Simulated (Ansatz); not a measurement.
**CdS, pressure series**

The parent structure is CdS in the wurtzite structure (space group P6_3mc, No. 186).

```
CdS
1.0
    4.19625     0.00000     0.00000
   -2.09812     3.63406     0.00000
    0.00000     0.00000     6.82952
Cd S
2 2
Direct
  0.66667   0.33333   0.49977
  0.33333   0.66667   0.99977
  0.66667   0.33333   0.12323
  0.33333   0.66667   0.62323
```

Cell and atoms are relaxed at each pressure.

All numbers come from DFT with PBE, PAW potentials and a 420 eV plane-wave cutoff in Ansatz (a program for electronic structure), no spin-orbit coupling.

| change | volume per atom | band gap | width of the top valence band |
|---|---|---|---|
| base | 26.04 Å³ | 1.11 eV | 1.55 eV |
| pressure −2 GPa | 27.13 Å³ | 1.01 eV | 1.44 eV |
| pressure −1 GPa | 26.55 Å³ | 1.07 eV | 1.50 eV |
| pressure 0.9 GPa | 25.62 Å³ | 1.15 eV | 1.60 eV |
| pressure 2.1 GPa | 25.11 Å³ | 1.20 eV | 1.66 eV |
| pressure 4.5 GPa | 24.23 Å³ | 1.28 eV | 1.77 eV |
| pressure 9 GPa | 22.94 Å³ | 1.40 eV | 1.94 eV |
| pressure 15 GPa | 21.64 Å³ | 1.50 eV | 2.15 eV |
| pressure 22.5 GPa | 20.36 Å³ | 1.49 eV | 2.43 eV |
| pressure 30 GPa | 19.12 Å³ | 1.10 eV | 2.72 eV |

Load acts through the strain it causes; cell and atoms are relaxed under it. Stability against distortions was not tested. Measured, CdS leaves this structure (for rock salt) near 2.54 GPa (temperature not stated; as listed in Datta, Sujoy, Jana, Debnarayan, arXiv (2020)), on rising pressure, with hysteresis.
